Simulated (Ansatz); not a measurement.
Consider CdSe in the wurtzite structure (space group P6_3mc, No. 186; a = 4.3828 Å, c = 7.1544 Å). Axes: x lies along a and z along c of the hexagonal cell.

Computed with PBE (Ansatz, a first-principles code, PAW, without spin-orbit coupling).

Before the change:

Band gap: 0.54 eV

The change: uniaxial strain ε_zz = +1.20 %, all other strain components held at zero, atoms relaxed at fixed cell.

Problem. What does the calculation give for the energy relative to the base after the change?

Solution. The energy goes up by 1.0 meV/atom.

Problem. Predict the new band gap.

Solution. The band gap decreases by 0.046 eV to 0.50 eV.

Stability against distortions was not tested.
